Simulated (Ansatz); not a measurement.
Results of PBEsol-D3(BJ) (Ansatz, a program for electronic structure, plane waves, PAW) for fluorite NiSi2.

Run with plane-wave cutoff 520 eV, 18×18×18 k mesh, Fermi–Dirac smearing 0.05 eV, no spin polarisation, scalar-relativistic PAW data made under PBE.

Cell (relaxed at this level):

```
CELL_PARAMETERS angstrom
      0.00000     2.66863     2.66863
      2.66863     0.00000     2.66863
      2.66863     2.66863     0.00000
ATOMIC_POSITIONS crystal
  Si 0.25000 0.25000 0.25000
  Si 0.75000 0.75000 0.75000
  Ni 0.00000 0.00000 0.00000
```

**Question.** What does this level give for the bulk modulus and pressure derivative B′ of the bulk modulus?

**Answer.** 
* **bulk modulus**: 171 GPa
* **pressure derivative B′ of the bulk modulus**: 4.6

The run finds no gap.

The computed numbers hold no vibrational or temperature effects.
